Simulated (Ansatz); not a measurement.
Data:

```yaml
crystal:
  lattice:
    - [0.00000, 3.01303, 3.10342]
    - [3.01303, 0.00000, 3.10342]
    - [3.01303, 3.01303, 0.00000]
  atoms:
    - { symbol: In, position: [0.00000, 0.00000, 0.00000] }
    - { symbol: As, position: [0.25000, 0.25000, 0.25000] }
```

No spin polarisation.

All numbers come from LDA (Ansatz, a program for electronic structure), no spin-orbit coupling. k-mesh 10×10×10 (Γ-centred); smearing 0.05 eV (Fermi–Dirac).

**Question.** Predict the band gap.

**Answer.** Zero.

**Question.** What pressure (mean of the normal stresses, compression positive) does the calculation give?

**Answer.** -1.7 GPa.

**Question.** Estimate the space group.

**Answer.** I-4m2 (No. 119).

The cells carry an imposed strain or load. No phonon test of stability was made. The final runs are not spin-polarised. The cell was made from InAs in the zinc blende structure (space group F-43m, No. 216) by this change: uniaxial strain ε_zz = +3.00 %. A zero or small gap of InAs can be the functional's error rather than a property of the material.
